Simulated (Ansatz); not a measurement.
**Response to strain in TiAl**

Consider TiAl (space group P4/mmm, No. 123; relaxed with 0.1 eV smearing).

```
TiAl
1.0
    2.79606     0.00000     0.00000
    0.00000     2.79606     0.00000
    0.00000     0.00000     4.03776
Al Ti
1 1
Direct
  0.50000   0.50000   0.50000
  0.00000   0.00000   0.00000
```

Cartesian axes are those of the cell as printed.

Strains are applied to the cell and any free atomic positions relax; under biaxial strain the out-of-plane vector relaxes too.

Level of theory: PBEsol, PAW, 420 eV (Ansatz, a first-principles code; no spin-orbit coupling), earlier PAW set.

Notes on the quantities. pressure: mean of the normal stresses, compression positive.

```tsv
change	shortest interatomic distance	pressure	space group
base	2.796 Å	0.0 GPa	P4/mmm (No. 123)
biaxial strain −1.17 %, plane normal [001], relaxed out of plane	2.763 Å	1.4 GPa	P4/mmm (No. 123)
biaxial strain +3.15 %, plane normal [001], relaxed out of plane	2.818 Å	-2.9 GPa	P4/mmm (No. 123)
isotropic strain −4.85 %	2.660 Å	23.8 GPa	P4/mmm (No. 123)
uniaxial strain ε_yy = +3.81 %	2.796 Å	-4.1 GPa	Pmmm (No. 47)
```

Stability against distortions was not tested. All final runs are without spin polarisation.
